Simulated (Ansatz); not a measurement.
Start from Sc in the hcp (Mg type) structure (space group P6_3/mmc, No. 194; a = 3.3194 Å, c = 5.1664 Å).

Structures relaxed with DFT with PBE, PAW potentials and a 420 eV plane-wave cutoff in Ansatz (a program for electronic structure), no spin-orbit coupling.

Base:

Simulated powder pattern, Co Kα, λ = 1.79026 Å (kinematic, ideal powder, no thermal factors, no anomalous dispersion; the 14 strongest lines at most, above 2 %, up to 2θ = 90°):

```csv
2θ (°),I/Imax (%),hkl
36.28,25,(100)
40.55,24,(002)
41.75,100,(101)
55.53,14,(102)
65.28,16,(110)
74.59,16,(103)
77.04,2.4,(200)
79.74,18,(112)
80.54,13,(201)
87.74,2.3,(004)
```

After one change:

Simulated powder pattern, Co Kα, λ = 1.79026 Å (kinematic, ideal powder, no thermal factors, no anomalous dispersion; the 14 strongest lines at most, above 2 %, up to 2θ = 90°):

```csv
2θ (°),I/Imax (%)
35.81,25
39.97,24
41.19,100
54.73,14
64.35,16
73.42,16
75.88,2.4
78.50,18
79.31,13
86.23,2.3
89.41,3.2
```

Problem. Name the change that was made.
A. pressure −2 GPa
B. pressure 5 GPa
C. pressure −1 GPa
D. pressure 7.5 GPa

Solution. A, pressure −2 GPa. Its volume per atom is 25.64 Å³ against 24.65 Å³, and its space group is P6_3/mmc (No. 194).

Load acts through the strain it causes; cell and atoms are relaxed under it. Whether these cells are dynamically stable was not tested. Competing high-pressure phases were not computed. All final runs are without spin polarisation.
